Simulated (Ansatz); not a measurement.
Where the default PAW files enter, the runs use the earlier of Ansatz's two default sets.

The decay constant κ of evanescent states in the gap governs leakage through a thin film.

Given:

```
ZnS
1.0
    3.80895     0.00000     0.00000
   -1.90448     3.29865     0.00000
    0.00000     0.00000    12.45260
Zn S
4 4
Direct
  0.66667   0.33333   0.74993
  0.33333   0.66667   0.24993
  0.00000   0.00000   0.50000
  0.00000   0.00000   0.00000
  0.66667   0.33333   0.93773
  0.33333   0.66667   0.43773
  0.00000   0.00000   0.68734
  0.00000   0.00000   0.18734
```

Space group of this cell: P6_3mc. The cell is taken as given; by PBEsol its mean pressure is -1.3 GPa.

Transport runs along the normal of the first two printed cell vectors, the (001) plane of the conventional cell.

No gap correction and no spin-orbit coupling; mid-gap values are interpolated between computed energies.

Question: Predict the band gap and the smallest decay constant κ at mid-gap from PBEsol (Ansatz, a program for electronic structure).

Answer: Gap 2.04 eV on a 12×12×4 mesh; κ = 0.141 1/Å, at the zone centre.
